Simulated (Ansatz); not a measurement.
Band structure of ZrZnNi4 (F-43m, 6 atoms in the cell).

```xyz
6
Lattice="0.0000 3.3547 3.3547 3.3547 0.0000 3.3547 3.3547 3.3547 0.0000" Properties=species:S:1:pos:R:3 pbc="T T T"
Zr     0.0000     0.0000     0.0000
Zn     5.0320     5.0320     5.0320
Ni     4.1872     2.5222     4.1872
Ni     2.5222     2.5222     2.5222
Ni     2.5222     4.1872     4.1872
Ni     4.1872     4.1872     2.5222
```

Level of theory: PBEsol, PAW files made with PBE (plane waves; Ansatz, a program for electronic structure).

Settings: kpoints.mp_grid.grid = 9 9 9; hamiltonian.xc = pbesol; hamiltonian.pseudopotentials = {kind: paw} (the program's default PAW files); scf.occupations.method = gaussian; scf.occupations.width = 0.136 eV; kpoints.band_path.npoints = 8.

The starting cell comes from a database of computed structures (which also holds hypothetical and non-ambient phases and stackings), without a prior relaxation at this level. Spin polarisation is off.

Levels in eV from the Fermi level, bands 45 to 52:
```
point     45     46     47     48     49    50    51    52
-----  -----  -----  -----  -----  -----  ----  ----  ----
Γ      -0.60  -0.60   0.10   0.10   0.10  0.26  0.26  0.39
X      -1.00  -1.00  -0.91  -0.88   0.98  1.15  1.15  1.98
W      -1.35  -0.76  -0.68  -0.52  -0.17  0.93  1.93  2.01
K      -1.14  -0.90  -0.71  -0.58   0.08  0.95  1.84  1.92
L      -0.90  -0.90   0.10   0.40   0.40  0.40  1.63  1.63
U      -1.14  -0.90  -0.71  -0.58   0.08  0.95  1.84  1.92
```

Bands cross the Fermi level along this path, so the cell is metallic at this level.

Keys are those of Ansatz 0.2.
